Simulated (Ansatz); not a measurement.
Start from PtTe₂ (space group P-3m1, No. 164; a = 4.052 Å, c = 5.096 Å; layered).

Method: PBE-D3(BJ) in Ansatz (plane waves to 420 eV, PAW, no SOC).

Before the change:

| Property | Result |
|---|---|
| Shortest interatomic distance | 2.706 Å |

Perturbation: a free-standing slab of 1 layer (3 atoms, 3 a layer) is cut normal to the stacking axis, with 15 Å of vacuum and the in-plane cell relaxed.

Problem. Estimate the effect on the shortest interatomic distance.

Solution. The shortest interatomic distance decreases by 0.0145 Å, from 2.706 Å to 2.692 Å.

Problem. Predict the new gap character.

Solution. The gap character is indirect, Γ → K–Γ (29 % along).

Problem. What does the calculation give for the thickness between the outermost nuclei after the change?

Solution. The thickness between the outermost nuclei comes out as 2.82 Å.

With Pt and Te present, leaving out spin-orbit coupling can change the band edges. No phonon test of stability was made. The final runs are not spin-polarised.

Ansatz is a first-principles code.
